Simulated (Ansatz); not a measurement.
Consider C in the graphite type structure (space group P6_3/mmc, No. 194; a = 2.458 Å, c = 6.563 Å; layered, stacked along the Cartesian z axis). Axes: x lies along a and z along c of the hexagonal cell.

Method: plane-wave PAW DFT at the PBEsol-D3(BJ) level (Ansatz, a program for electronic structure, 420 eV), scalar-relativistic without spin-orbit coupling.

Strains are applied to the cell and any free atomic positions relax; under biaxial strain the out-of-plane vector relaxes too; under stress the whole cell relaxes.

One change was made to it. Results:

| quantity | base | after |
|---|---|---|
| volume per atom | 8.59 Å³ | 8.59 Å³ |
| band gap | zero | zero |

Problem. Which change produced these results?
(A) uniaxial stress, 0.5 GPa tension along x
(B) biaxial strain +3.61 %, plane normal [001], relaxed out of plane
(C) isotropic strain +3.14 %
(D) uniaxial stress, 0.5 GPa compression along z
(E) strain tensor (xx, yy, zz, yz, xz, xy) = (−0.01, +0.77, +0.94, −0.28, +1.02, −0.92) %

Solution. A, uniaxial stress, 0.5 GPa tension along x. For comparison, the volume per atom in the other runs: uniaxial stress, 0.5 GPa compression along z gives 8.48 Å³; strain tensor (xx, yy, zz, yz, xz, xy) = (−0.01, +0.77, +0.94, −0.28, +1.02, −0.92) % gives 8.73 Å³; biaxial strain +3.61 %, plane normal [001], relaxed out of plane gives 9.28 Å³; isotropic strain +3.14 % gives 9.42 Å³.

A case with no gap was solved on a k-mesh chosen for an insulator, which is coarse for it. Beyond what the load breaks, stability against distortions was not tested.
